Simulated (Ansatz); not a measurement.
**TiHgO3 under a change: uniaxial strain ε_yy = −0.41 %**

The parent structure is TiHgO3 (space group R-3c, No. 167; a = 5.363 Å, c = 13.623 Å (hexagonal axes); a cell from a computed database, its experimental status unchecked). Axes: x lies along a and z along c of the hexagonal cell.

The change: uniaxial strain ε_yy = −0.41 %, all other strain components held at zero; the atoms relax in the strained cell.

Computed with PBEsol, PAW, 420 eV (Ansatz, a program for electronic structure; no spin-orbit coupling). Settings: 8×8×8 k-points, 0.05 eV Fermi–Dirac smearing.

| quantity | base | changed | shift |
|---|---|---|---|
| volume per atom | 11.31 Å³ | 11.26 Å³ | -0.05 Å³ |
| space group | R-3c (No. 167) | C2/c (No. 15) | – |
| shortest interatomic distance | 1.973 Å | 1.968 Å | -0.005 Å |
| energy relative to the base (free energy F) | 0 meV/atom | +0.2 meV/atom | +0.2 meV/atom |
| band gap | 1.46 eV | 1.47 eV | +0.01 eV |
| gap character | direct at Γ | direct at Γ | – |
| electron mass | 1.2 mₑ along c, 0.32 mₑ across (at Γ) | 1.2 mₑ along z, 0.32 mₑ across (at Γ) | – |
| valence-band top at Γ (three highest levels, from the VBM) | 0.00, 0.00, -0.49 eV | 0.00, 0.00, -0.48 eV | – |
| valley order (the lowest conduction-band minima on the path, energy above the VBM, named in the base's zone) | Γ 1.46 eV; F (1/2, 0, 1/2) 1.89 eV | Γ 1.47 eV; F (1/2, 1/2, 0) 1.89 eV; F (1/2, 0, 1/2) 1.89 eV | – |
| stress (xx, yy, zz, yz, xz, xy; compression positive) | – | (0.68, 1.41, 0.58, 0.07, 0.00, 0.00) GPa | – |

With Hg present, leaving out spin-orbit coupling can change the band edges. Masses are band curvatures over ±0.01 Å⁻¹ around the edge. Whether these cells are dynamically stable was not tested. All final runs are without spin polarisation. Labels are those of the standard path for the cell's own space group.
